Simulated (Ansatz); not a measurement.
**CaCuO$_{2}$ (space group Cmmm, No. 65; a cell from a computed database, its experimental status unchecked)**

```cif
data_Ca2Cu2O4
_chemical_formula_sum 'Ca2 Cu2 O4'
_space_group_name_H-M_alt 'P 1'
_space_group_IT_number 1
_cell_length_a 6.10562
_cell_length_b 6.10562
_cell_length_c 3.13791
_cell_angle_alpha 90.000
_cell_angle_beta 90.000
_cell_angle_gamma 127.922
loop_
_space_group_symop_operation_xyz
  'x, y, z'
loop_
_atom_site_label
_atom_site_type_symbol
_atom_site_fract_x
_atom_site_fract_y
_atom_site_fract_z
_atom_site_occupancy
Ca1 Ca 0.13691 0.86309 0.50000 1
Ca2 Ca 0.86309 0.13691 0.50000 1
Cu1 Cu 0.62151 0.37849 0.00000 1
Cu2 Cu 0.37849 0.62151 0.00000 1
O1 O 0.50000 0.00000 0.00000 1
O2 O 0.00000 0.50000 0.00000 1
O3 O 0.75932 0.75932 0.00000 1
O4 O 0.24068 0.24068 0.00000 1
```

Method: PBEsol, PAW, 420 eV (Ansatz, a first-principles code; scalar-relativistic without spin-orbit coupling). k-mesh 8×8×12 (Γ-centred); smearing 0.05 eV (Fermi–Dirac).

- Volume per atom: 11.53 Å³
- Density: 4.88 g/cm³
- Band gap: zero
- Total energy: -2376.558 eV/atom (σ→0; compares only within this code and set-up)

No phonon test of stability was made. No Hubbard U is applied and the magnetic state is the run's own (CaCuO2 not spin-polarised); small cells can't hold the antiferromagnetic order that many such compounds have, so gaps and moments can be off. The base started in P2_12_12 and relaxed to Cmmm at this level. All final runs are without spin polarisation. The zero or small gap of CaCuO2 can change with the level of theory.
